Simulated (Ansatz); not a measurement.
# Hf: energy against strain

Hf (hcp, P6_3/mmc, 20.830 Å³/atom and stress up to 0.01 GPa in the relaxed cell, c along z) under a strain ε along a direction in the basal plane (axis x), the other axes held. LDA in Ansatz, a plane-wave DFT program (PAW, default set), 420 eV, 21×21×12 Γ-centred mesh, Fermi-Dirac smearing 0.10 eV; ions are relaxed, or left where forces stay under 0.02 eV/Å, within the symmetry of each cell. Against the start cell, which lies near the measured one, the relaxed cell differs by -6.4 % in volume and -2.0 % in c; the values below rest on it.

Here s stands for strain and y for E less E0.

| strain (%) | E less E0 (meV/atom) |
|---|---|
| -3.00 | ? |
| -1.50 | 2.90 |
| -1.00 | 1.27 |
| -0.50 | 0.31 |
| 0.00 | 0.00 |
| 0.50 | 0.31 |
| 1.00 | 1.23 |
| 1.50 | 2.73 |

Fit y against s with a parabola, and predict the withheld value at s = -3.00.

Least squares gives y = -0.002 - 0.0421·s + 1.2519·s². Residuals (row less fit): 0.022, -0.022, -0.022, 0.002, 0.020, 0.022, -0.022; standard error 0.027 (degrees of freedom: 4). Twice the quadratic coefficient over the volume, 2 × 1.2519 meV × 10⁴ × 0.1602 / 20.830 Å³, is the elastic constant C11 = about 190 GPa. At the withheld row, y = -0.002 - 0.0421 × (-3.0) + 1.2519 × (-3.0)² = 11.391 meV/atom. The calculation gives 11.93 meV/atom, 0.539 meV/atom above the prediction (4.5 % of the range of y in the table). The row lies outside the fitted rows, so this is an extrapolation. From the scatter of the fitted rows alone, a prediction at this place has a standard error of 0.102 meV/atom, so the miss is 5.3 times that.

A polynomial of degree 3 through the 12 other runs of the series gives 11.94 there, so most of the miss is curvature that the fit leaves out. In a metal these values are sensitive to mesh and smearing; energies are taken to zero smearing, stresses follow the free energy. Rows are the converged runs of the series near zero and its far end; series whose fitted rows scatter by over a few per cent of the range, as at a crossing or softening among them, aren't shown in this form, nor equations of state whose B0' disagrees with the runs' pressures. Most that stay on the fit to the last digits aren't either.
